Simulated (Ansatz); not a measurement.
Consider TiO₂ in the rutile structure (space group P4_2/mnm, No. 136).

```
CELL_PARAMETERS angstrom
      4.64344     0.00000     0.00000
      0.00000     4.64344     0.00000
      0.00000     0.00000     2.96380
ATOMIC_POSITIONS crystal
  Ti 0.00000 0.00000 0.00000
  Ti 0.50000 0.50000 0.50000
  O  0.30513 0.30513 0.00000
  O  0.80513 0.19487 0.50000
  O  0.19487 0.80513 0.50000
  O  0.69487 0.69487 0.00000
```

Cartesian axes are those of the cell as printed.

Calculations: PBE/PAW in Ansatz (an electronic-structure program), without spin-orbit coupling.

Before the change:

The valence-band top at Γ is 0.00, -0.43, -0.43 eV and the band gap is 1.86 eV. The width of the top valence band is 1.56 eV.

One thing is altered: compressive biaxial strain of 1.80 % in the plane normal to [001], as in epitaxy on a mismatched substrate; the out-of-plane cell vector and the atoms relax.

Question: What does the calculation give for the valence-band top at Γ, band gap and width of the top valence band after the change?

Answer: The valence-band top at Γ (three highest levels, from the VBM) changes from 0.00, -0.43, -0.43 eV to 0.00, -0.46, -0.46 eV; the band gap drops by 0.01 eV (1.86 eV → 1.85 eV); the width of the top valence band grows by 0.06 eV, from 1.56 eV to 1.62 eV.

Stability against distortions was not tested. All final runs are without spin polarisation.
